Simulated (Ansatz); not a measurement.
These are PBE (plane waves to 420 eV, PAW; Ansatz, a program for electronic structure) values and carry that method's errors.

Planar average of the electrostatic potential across the slab, in eV from the Fermi level, for a constructed model of the (111) surface of fcc Pt, a layer of Zn in place of the second plane (bottom of the slab: a bare face, its two planes held):

```
z (Å)  V (eV)
-----  ------
3.72     5.67
4.01     5.67
4.30     5.67
4.58     5.67
4.87     5.66
5.16     5.65
5.44     5.63
5.73     5.58
6.02     5.47
6.30     5.22
6.59     4.64
6.88     3.33
7.16     0.14
7.45    -7.84
7.73   -17.48
8.02   -23.02
8.31   -21.53
8.59   -13.90
8.88    -4.51
9.17     0.02
9.45    -1.23
9.74    -8.58
10.03  -17.92
10.31  -23.27
10.60  -21.76
10.89  -14.21
11.17   -4.84
11.46   -0.18
11.74   -1.19
12.03   -8.34
12.32  -17.72
12.60  -23.19
12.89  -21.85
13.18  -14.40
13.46   -4.95
13.75    0.02
14.04   -0.35
14.32   -6.33
14.61  -15.88
14.90  -22.59
15.18  -22.83
15.47  -16.51
15.76   -7.18
16.04   -1.40
16.33   -2.37
16.61   -7.31
16.90  -11.66
17.19  -12.82
17.47  -10.11
17.76   -5.14
18.05   -1.20
18.33   -3.22
18.62  -11.49
18.91  -20.04
19.19  -23.48
19.48  -19.74
19.77  -10.84
20.05   -1.84
20.34    2.33
20.62    3.93
20.91    4.62
21.20    4.92
21.48    5.05
21.77    5.11
22.06    5.13
22.34    5.14
22.63    5.15
22.92    5.15
23.20    5.15
23.49    5.15
```

Slab: 6 atoms, 11.3 Å thick at the start; k 15x15x1, smearing 0.1 eV, dipole-corrected; 2 atoms held, the rest relaxed; held to the start's symmetry, so lower structures may exist; no spin, no spin-orbit, no U. It is one candidate, not shown to be the stable structure of the face.

**Question.** The surface cell has an area of 6.82 Å². What dipole along the normal does the step between the two vacuum levels imply?

**Answer.** the top vacuum level lies 0.52 eV below the bottom one; p = −ε₀ A ΔV (ε₀ = 0.005526 e/(V·Å)) gives 0.02 e·Å a cell.
